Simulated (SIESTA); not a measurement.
SIESTA run on CsLiMnS2 (Imm2, 5 atoms in the cell): self-consistent single point.

Computed with GGA PBEsol, numerical atomic orbitals DZP, PseudoDojo PBEsol standard norm-conserving potentials (rewritten from UPF to PSML) in SIESTA 5.4.2.

```xyz
5
Lattice="-2.0881 2.0881 7.0877 2.0881 -2.0881 7.0877 2.0881 2.0881 -7.0877" Properties=species:S:1:pos:R:3 pbc="T T T"
Cs     0.0000     0.0000     0.0500
Li     2.0881     0.0000     3.5439
Mn     0.0000     2.0881     3.5439
S      0.0000     0.0000     9.3394
S      0.0000     0.0000     4.8361
```
Moments meant for the start (each program seeds them in its own way; μB, in the order of the atoms Cs Li Mn S S): 0.0 0.0 4.0 0.0 0.0.

Reference input (self-consistent single point, DFT, GGA PBEsol, numerical atomic orbitals DZP, PseudoDojo PBEsol standard norm-conserving potentials (rewritten from UPF to PSML)): XC.functional = GGA; XC.authors = PBEsol; potentials = PseudoDojo PBEsol standard; PAO.BasisSize = DZP; PAO.EnergyShift = 0.005 Ry; MeshCutoff = 350 Ry; kgrid.MonkhorstPack = 4 4 4; OccupationFunction = FD; ElectronicTemperature = 10 meV; Spin = polarized; DM.InitSpin = [1 +0.00, 2 +0.00, 3 +4.00, 4 +0.00, 5 +0.00]; PAO.Polarization.NonPerturbative = true. This run's input differs from it in these lines:

```diff
@@ -53,3 +53,6 @@
 SCF.Mixer.History            6
-SCF.DM.Tolerance             1.0E-04
+SCF.DM.Converge              false
+SCF.H.Converge               false
+SCF.FreeE.Converge           true
+SCF.FreeE.Tolerance          1.0E-01 eV
 Diag.ParallelOverK           true
```

Log, with long lists cut:

```
        iscf     Eharris(eV)        E_KS(eV)     FreeEng(eV)     dDmax    Ef(eV) dHmax(eV)
   scf:    1    -4371.682887    -4387.958037    -4387.958157  0.897892 -3.835182 15.819367
     spin moment: {S} , |S| = {        0.0        0.0    4.99757 }     4.99757
   scf:    2    -4394.620831    -4391.642405    -4391.642405  0.094534 -4.452293  9.030728
     spin moment: {S} , |S| = {        0.0        0.0    5.00000 }     5.00000
   scf:    3    -4394.585013    -4393.672616    -4393.672616  0.119807 -5.273729  1.867564
     spin moment: {S} , |S| = {        0.0        0.0    5.00000 }     5.00000
   scf:    4    -4393.857116    -4393.826982    -4393.826982  0.074769 -5.061283  1.184437
     spin moment: {S} , |S| = {        0.0        0.0    5.00000 }     5.00000
   scf:    5    -4393.859041    -4393.851064    -4393.851064  0.012664 -4.865328  0.315130
     spin moment: {S} , |S| = {        0.0        0.0    5.00000 }     5.00000
SCF Convergence by FreeE criterion
|FreeE_i-FreeE_(i-1)| (eV) <     0.10000000
max |DM_out - DM_in|         :     0.0126643418
max |H_out - H_in|      (eV) :     0.3151298795
SCF cycle converged after 5 iterations

Using DM_out to compute the final energy and forces

siesta: E_KS(eV) =            -4393.8511

siesta: E_KS - E_eggbox =     -4393.8511

siesta: Atomic forces (eV/Ang):
     1   -0.000000   -0.000011   -0.072417
     2   -0.000111    0.000112    0.029898
     3    0.000143   -0.000129    0.052473
     4   -0.000076   -0.000118    0.013383
     5    0.000107    0.000072   -0.023369
   Tot    0.000063   -0.000074   -0.000031
   Max    0.072417
   Res    0.025320    sqrt( Sum f_i^2 / 3N )
   Max    0.072417    constrained

   [... lines left out ...]
siesta: FreeEng =     -4393.851064
siesta: Cell volume =        123.615565 Ang**3
siesta:         -14.73023290        -16.02592292  kBar
   [... lines left out ...]
              0.006   0.012   0.005   0.009   0.004

mulliken: Qtot =       17.000

Mulliken Atomic Populations:
Atom #   charge [q] valence [e]      Sz [e]  Species
     1     0.733244    8.266756    0.011137  Cs
     2    -0.222957    3.222957   -0.024510  Li
     3     0.749149   14.250851    4.661050  Mn
     4    -0.640174    6.640174    0.175430  S
     5    -0.619263    6.619263    0.176892  S
 Total     0.000000                5.000000
```

The run converged in 5 iterations. Against the reference run the free energy goes up by 1.4 meV/atom, the pressure goes from -1.31 to -1.47 GPa, the largest force stays at 0.072 eV/Å, the gap on the mesh goes from 0.808 to 0.687 eV and the size of the net moment stays at 1.00 μB/atom.

The starting cell comes from a database of computed structures (which also holds hypothetical and non-ambient phases and stackings), without a prior relaxation at this level. Its lattice was rescaled by up to half a per cent. One atom was moved a little off its site on purpose. With one magnetic atom in the cell only a parallel order is possible. Values carry the incompleteness of an atom-centred basis. The basis of the alkali or alkaline-earth atoms may lack their empty d shell, which can raise the gap.

Cost on one core of a shared machine: roughly 90 s.
